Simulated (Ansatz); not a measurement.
The starting structures come from a database of crystals and need not be the phases stable at ambient conditions.

By PBEsol, the system below comes out a metal.

Without scattering a metal conducts by its projected Fermi surface.

Data:

```xyz
1
Lattice="3.6045 0.0000 0.0000 0.0000 4.1394 0.0000 1.8023 -2.0697 2.0697" Properties=species:S:1:pos:R:3 pbc="T T T"
Hg     0.0000     0.0000     0.0000
```

Space group of this cell: I4/mmm. The cell is taken as given; by PBEsol its mean pressure is -3.2 GPa.

The current flows along the normal of the first two printed cell vectors, the (100) plane of the conventional cell. No spin-orbit coupling; the value is a mean over 0.1 eV about the Fermi level.

**Question.** Predict the ballistic conductance per area from PBEsol run with Ansatz (an electronic-structure program).

**Answer.** 0.20 × 10¹⁵ S/m² for both spins.
